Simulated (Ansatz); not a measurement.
The starting structures come from a database of crystals and need not be the phases stable at ambient conditions.

The decay constant κ of evanescent states in the gap governs leakage through a thin film.

Given:

```
CELL_PARAMETERS angstrom
      5.09689     0.00000     0.00000
      0.00000     5.44778     0.00000
      0.00000     2.72389     1.57264
ATOMIC_POSITIONS crystal
  Al 0.00074 0.00000 0.00000
  Ga 0.50283 0.33333 0.00000
  N  0.88820 0.33333 0.00000
  N  0.37184 0.00000 0.00000
```

Space group of this cell: P3m1. The cell is taken as given.

Transport runs along the normal of the first two printed cell vectors, the (110) plane of the conventional cell.

The gap is the functional's own. No spin-orbit coupling. Mid-gap values are interpolated on the energy grid.

Problem. Estimate the band gap and the smallest decay constant κ at mid-gap that r2SCAN (Ansatz, a quantum-chemistry and plane-wave program) returns for this system.

Solution. Gap 3.37 eV on a 6×18×18 mesh; κ = 0.221 1/Å, at the zone centre.
